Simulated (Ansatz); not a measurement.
Consider PbS in the rock salt structure (space group Fm-3m, No. 225; a = 5.903 Å).

All numbers come from Kohn–Sham DFT with the PBEsol functional, run in Ansatz (an electronic-structure program) with PAW and 420 eV plane waves, scalar-relativistic without spin-orbit coupling.

One thing is altered: every lattice vector is shortened by 0.50 %, atoms relaxed at fixed cell.

Question: Predict the new energy relative to the base and mean gap deformation potential ΔEg/Δln V.

Answer: The energy rises by 1.1 meV/atom; the mean gap deformation potential ΔEg/Δln V amounts to +4.0 eV.

With Pb present, leaving out spin-orbit coupling can change the band edges. The cells carry an imposed strain or load. Whether these cells are dynamically stable was not tested.
